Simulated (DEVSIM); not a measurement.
System: Mo/SiO2/p-Si capacitor, at 300 K.

```
layer (left to right)  material  thickness (nm)  Na (cm⁻³)
---------------------  --------  --------------  ---------
1                          SiO2            33.0          -
2                            Si            2600     4.8e16
```

Metal gate on the left, work function 4.6 eV. Fixed charge at the semiconductor interface 0 cm⁻² (in units of +e); no interface traps.

Constants are typed, rounded textbook-type inputs, not results; the design itself was drawn at random and stands for no fabricated device. Values at 300 K; Nc and Nv go as T^1.5, mobilities as T to minus their exponent, the gap by Varshni's rule with the affinity fixed.

| parameter | SiO2 | Si |
|---|---|---|
| gap (eV) | 9 | 1.124 |
| affinity (eV) | 0.9 | 4.05 |
| permittivity | 3.9 | 11.7 |
| Nc (cm⁻³) | - | 2.86e19 |
| Nv (cm⁻³) | - | 3.1e19 |
| Varshni α (eV/K) | - | 0.000473 |
| Varshni β (K) | - | 636 |

Model (solved in DEVSIM): 1D Poisson equation in equilibrium, Boltzmann statistics, complete ionisation; no quantum confinement or tunnelling. Metal contacts follow the ideal Schottky-Mott rule: no Fermi-level pinning, no interface dipoles.

The temperature was swept, all else fixed.

```csv
temperature (K),flat-band voltage (V),minimum of the low-frequency capacitance (μF/cm²)
250,-0.45,0.0433
300,-0.41,0.0454
350,-0.36,0.0475
400,-0.31,0.0499
450,-0.26,0.0540
500,-0.20,0.0570
```

From the first row to the last the flat-band voltage goes from -0.45 to -0.20. From the first row to the last the minimum of the low-frequency capacitance goes from 0.0433 to 0.0570.
